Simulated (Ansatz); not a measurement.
Base system: Mo in the bcc (W type) structure (space group Im-3m, No. 229; a = 3.1297 Å).

Levels (all Ansatz, an electronic-structure program, PAW, earlier PAW set): PBEsol (420 eV, no spin-orbit coupling); r2SCAN (500 eV, scalar-relativistic without spin-orbit coupling).

The geometry is relaxed with PBEsol.

```
Quantity          Result
---------------  -------
PBEsol pressure  0.0 GPa
```

Problem. How does going to r2SCAN change the pressure?

Solution. The pressure goes from zero to 5.7 GPa.

Single points use the geometry relaxed with PBEsol. Their cutoffs differ, which shifts pressures a little. No phonon test of stability was made. All final runs are without spin polarisation.
